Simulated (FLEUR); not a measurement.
Worked example: self-consistent single point of InO (P6_3mc, 4 atoms in the cell) in FLEUR.

Computed with LDA (Perdew-Zunger), all-electron FLAPW (FLEUR), scalar-relativistic valence in FLEUR.

```yaml
crystal:
  lattice:
    - [3.68983, 0.00000, 0.00000]
    - [-1.84492, 3.19549, 0.00000]
    - [0.00000, 0.00000, 6.08607]
  atoms:
    - { symbol: In, position: [0.33333, 0.66667, 0.00075] }
    - { symbol: In, position: [0.66667, 0.33333, 0.50075] }
    - { symbol: O, position: [0.33333, 0.66667, 0.37426] }
    - { symbol: O, position: [0.66667, 0.33333, 0.87426] }
```

Reference input (self-consistent single point, DFT, LDA (Perdew-Zunger), all-electron FLAPW (FLEUR), scalar-relativistic valence): Kmax = 4.3 1/bohr; GmaxXC = 17.2 1/bohr; xcFunctional = pz; jspins = 1; l_soc = F; mode = hist; fermiSmearingEnergy = 0.00367493 Htr; mesh (inpgen div1-3) = 10 10 6; inpgen gamma flag = true; Gmax = 17.2 1/bohr; numbands = 0; maxIterBroyd = 15. This run's input differs from it in these lines:

```diff
@@ -17,3 +17,3 @@
 &exco xctyp='pz' /
-&kpt div1=10 div2=10 div3=6 gamma=t /
+&kpt div1=2 div2=2 div3=1 gamma=t /
 &end /
```

Log, with long lists cut:

```
      Welcome to FLEUR        (www.flapw.de)
      MaX-Release 8.1          (www.max-centre.eu)

 ========== k-point set info ==========
 Selected k-point list: default-1
 k-point list type: mesh
 2 x 2 x 1
 Number of k points: 2

 ------------Calculation Setup---------------------------
 Number of basis functions:          688
 Instability in determination of fermi-level,
 doubled temperature broading to continue
 Instability in determination of fermi-level,
 doubled temperature broading to continue
 Instability in determination of fermi-level,
 doubled temperature broading to continue
 Instability in determination of fermi-level,
 doubled temperature broading to continue
 Instability in determination of fermi-level,
 doubled temperature broading to continue
 Instability in determination of fermi-level,
 doubled temperature broading to continue
 Instability in determination of fermi-level,
 doubled temperature broading to continue
 Instability in determination of fermi-level,
 doubled temperature broading to continue
 Instability in determination of fermi-level,
 doubled temperature broading to continue
 Instability in determination of fermi-level,
 doubled temperature broading to continue
 Instability in determination of fermi-level,
 doubled temperature broading to continue
 Instability in determination of fermi-level,
 doubled temperature broading to continue
 Instability in determination of fermi-level,
 doubled temperature broading to continue
 Instability in determination of fermi-level,
 doubled temperature broading to continue
 Instability in determination of fermi-level,
 doubled temperature broading to continue
 Instability in determination of fermi-level,
 doubled temperature broading to continue
 Instability in determination of fermi-level,
 doubled temperature broading to continue
 Instability in determination of fermi-level,
 doubled temperature broading to continue
 Instability in determination of fermi-level,
 doubled temperature broading to continue
 Instability in determination of fermi-level,
 doubled temperature broading to continue
 Instability in determination of fermi-level,
 doubled temperature broading to continue
**************FLEUR-Error*****************
Error message: Determination of fermi-level did not converge
Error occurred in subroutine: ef_newton
Hint: change temp. broad., set gauss = T, or use finer k mesh
Error from PE:0/1
 Last known location:
```

The program stopped with an error. 

The starting cell comes from a database of computed structures (which also holds hypothetical and non-ambient phases and stackings), without a prior relaxation at this level. Values depend on the basis (sphere radii, cutoffs, local orbitals), which need not be converged.
